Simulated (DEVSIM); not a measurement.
System: abrupt InP p-n junction, at 400 K.

Layer 1 from the left is InP, thickness (μm) 0.460, Na (cm⁻³) 3e17, τn (s) 1.7e-8, τp (s) 1.7e-8. Layer 2 from the left is InP, thickness (μm) 81.0, Nd (cm⁻³) 4.8e14, τn (s) 1.7e-8, τp (s) 1.7e-8.

Left contact: ohmic. Right contact: ohmic. Voltage is applied to the left contact. Recombination: SRH at mid-gap. Mobility is μmin + (μ − μmin)/(1 + (N/Nref)^α).

The device is made up for the run: typed textbook-type constants, with dimensions and the other settings drawn at random. Values at 300 K; Nc and Nv go as T^1.5, mobilities as T to minus their exponent, the gap by Varshni's rule with the affinity fixed.

InP: gap (eV) 1.344, affinity (eV) 4.38, permittivity 12.5, Nc (cm⁻³) 5.7e17, Nv (cm⁻³) 1.1e19, μn (cm²/Vs) 5200, μp (cm²/Vs) 170, μn,min 400, μp,min 10, Nref,n 3e17, Nref,p 4.9e17, αn 0.47, αp 0.62, T exponent of μn 2, T exponent of μp 2, Varshni α (eV/K) 0.000363, Varshni β (K) 162.

**Question.** Estimate by hand the built-in potential, the peak field at zero bias, the capacitance at -6 V, and compare with a numerical solution.

**Answer.** 
- Built-in potential: ni = √(Nc Nv) exp(−Eg/2kT) = 2.11e10 cm⁻³ with Eg = 1.311 eV; Vbi = kT/q ln(Na Nd/ni²) = 0.913 V; numerical 0.913 V.
- Peak field at zero bias: depletion approximation: W = √(2εVbi/(qN)) = 1.62 μm with N = 4.79e14 cm⁻³; field = 2Vbi/W = 11300 V/cm; numerical 34300 V/cm (estimate below by 67 %).
- Capacitance at -6 V: C = √(qεN / 2(Vbi + |V|)) = 2.48 nF/cm²; numerical 2.50 nF/cm² (estimate below by 0.76 %).

Simulated with DEVSIM: 1D drift-diffusion, Boltzmann statistics, complete ionisation; no tunnelling, impact ionisation, image-force lowering or self-heating.
